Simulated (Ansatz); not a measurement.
Functionals compared on NH3 on the 1x1 (111) surface of fcc Ni, ferromagnetic, one in a 2x2 cell, started at the site 'top Ni', in Ansatz (plane waves, PAW). The structure was relaxed with PBE; the other rows are single points on it, each with its references at the same level. Cutoff 420 eV.

Set-up: 20 atoms, 6.0 Å thick at the start under the adsorbate (thin: gaps and levels are the slab's own); mesh 7x7x1; 0.1 eV smearing; dipole correction on; 8 atoms held, the rest relaxed; symmetry of the start imposed; spin-polarised, no spin-orbit, no U, no dispersion correction. At the end it is bonded to Ni. In PBE it is, or lies within 0.03 eV of, the lowest of the starts that converged. These notes are the PBE run's. Adsorption energies are against NH3(g). A negative adsorption energy means that the adsorbate is more stable on the surface than in its reference.

```tsv
functional	adsorption energy (eV)	work function of the top face (eV)	change of the work function (eV)	magnetic moment of the cell (μB)	rough cost of the single point
PBE	-0.48	2.32	-2.76	10.39	–
RPBE	___	___	___	10.50	very roughly 8 core-minutes
```

**Question.** Fill in the missing entries.

**Answer.** 
- RPBE, adsorption energy (eV): -0.19
- RPBE, work function of the top face (eV): 2.24
- RPBE, change of the work function (eV): -2.66

Ansatz is an electronic-structure program.
